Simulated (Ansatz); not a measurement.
Worked example: self-consistent single point of In₂Ni₃Se₂ (R3m, 7 atoms in the cell) in Ansatz (an electronic-structure program).

Computed with LDA (PW92), default PAW files made with PBE (plane waves; Ansatz).

```yaml
crystal:
  lattice:
    - [2.72363, 1.57249, 4.74104]
    - [-2.72363, 1.57249, 4.74104]
    - [0.00000, -3.14498, 4.74104]
  atoms:
    - { symbol: In, position: [0.00351, 0.00351, 0.00351] }
    - { symbol: In, position: [0.50000, 0.50000, 0.50000] }
    - { symbol: Ni, position: [0.00000, 0.00000, 0.50000] }
    - { symbol: Ni, position: [0.50000, 0.00000, 0.00000] }
    - { symbol: Ni, position: [0.00000, 0.50000, 0.00000] }
    - { symbol: Se, position: [0.28279, 0.28279, 0.28279] }
    - { symbol: Se, position: [0.71721, 0.71721, 0.71721] }
```

Reference input (self-consistent single point, DFT, LDA (PW92), plane waves, default PAW files made with PBE): basis.ecutwfc = 420 eV; kpoints.mp_grid.grid = 6 6 6; hamiltonian.xc = lda; hamiltonian.pseudopotentials = {kind: paw} (the program's default PAW files); scf.occupations.method = fermi_dirac; scf.occupations.width = 0.1 eV. This run's input differs from it in these lines:

Ansatz 0.2 input:
```diff
@@ -16,3 +16,3 @@
 kpoints:
-  mp_grid: { grid: [6, 6, 6] }
+  mp_grid: { grid: [10, 10, 10] }
 hamiltonian:
@@ -21,3 +21,3 @@
 scf:
-  occupations: { method: fermi_dirac, width: 0.1 }
+  occupations: { method: fermi_dirac, width: 0.05 }
 output:
```

Output, abridged:

```
SCF iter   1: F=—  HF=-39003.371279 eV  |F-HF|=—  |Δ(HF+E_count)|=         —  Δρ=1.74e-2  dr2=2.04e-1  ethr=1.77e-3  ⟨swp⟩=6.0  Hψ=28766  notcnv=0  defer=35
all-band conjugate gradients solve this SCF's bands
preconditioner: auto → Kerker (q_TF=auto, 2.690 Å⁻¹)
SCF iter   2: F=—  HF=-39003.339896 eV  |F-HF|=—  |Δ(HF+E_count)|=   3.14e-2  Δρ=5.10e-3  dr2=2.02e-2  ethr=1.82e-4  ⟨swp⟩=2.9  Hψ=15664  notcnv=0  defer=403
   [... lines left out ...]
SCF iter   6: F=—  HF=-39003.335205 eV  |F-HF|=—  |Δ(HF+E_count)|=   1.80e-5  Δρ=4.80e-5  dr2=3.26e-6  ethr=6.53e-8  ⟨swp⟩=2.0  Hψ=12571  notcnv=0  defer=403
SCF iter   7: F=—  HF=-39003.335202 eV  |F-HF|=—  |Δ(HF+E_count)|=   2.16e-6  Δρ=2.40e-5  dr2=1.14e-6  ethr=2.91e-9  ⟨swp⟩=2.0  Hψ=12879  notcnv=0  defer=403
SCF iter   8: F=—  HF=-39003.335202 eV  |F-HF|=—  |Δ(HF+E_count)|=   2.50e-7  Δρ=8.32e-6  dr2=1.46e-7  ethr=1.02e-9  ⟨swp⟩=2.0  Hψ=11548  notcnv=0  defer=403
SCF iter   9: F=-39003.335202 eV  HF=-39003.335202 eV  |F-HF|=3.61e-8  |Δ(HF+E_count)|=   2.32e-8  Δρ=4.49e-6  dr2=4.13e-8  ethr=8.93e-11  ⟨swp⟩=9.0  Hψ=35480  notcnv=0
SCF 1 converged in 9 iterations: F = -39003.335202 eV  dr2 = 4.13e-8
Free energy (F): -39003.335202 eV
Internal energy: -39003.301730 eV  (E = F + TS)
E sigma→0 (E₀):  -39003.318466 eV
Entropy (-TS):   -0.033472 eV (-4.782 meV/atom)
Fermi energy:    12.763032 eV
--- Forces (eV/Å), atoms counted from 1 ---
  atom   1  In     0.00000000     0.00000001    -0.15989110
  atom   2  In     0.00000000    -0.00000000     0.01292741
  atom   3  Ni     0.00000000    -0.01491413     0.03645693
  atom   4  Ni     0.01291602     0.00745706     0.03645693
  atom   5  Ni    -0.01291602     0.00745706     0.03645693
  atom   6  Se     0.00000000     0.00000003    -0.42249171
  atom   7  Se     0.00000000    -0.00000003     0.46009114
--- Stress (GPa, compression-positive) ---
       -7.139492       0.000000       0.000000
        0.000000      -7.139492      -0.000000
        0.000000      -0.000000      -7.107541
  P = ⅓ Tr σ = -7.1288 GPa (-71.288 kbar)
  The stress holds the Pulay correction. Without it, at fixed plane waves, as pw.x and ABINIT print it: P = -7.1842 GPa
```

The run converged in 9 iterations. Against the reference run the free energy rises by 6.9 meV/atom, the pressure goes from -7.01 to -7.13 GPa and the largest force goes from 0.435 to 0.460 eV/Å.

The starting cell comes from a database of computed structures (which also holds hypothetical and non-ambient phases and stackings), without a prior relaxation at this level. Its lattice was rescaled by up to half a per cent. One atom was moved a little off its site on purpose. Spin polarisation is off, so a magnetic state, if there is one, cannot be reached. With a pressure of about -7 GPa the cell is away from its equilibrium volume at this level. Ansatz's pressure includes its estimate of the finite-basis (Pulay) stress.

Cost on one core of a shared machine: roughly 2 min.
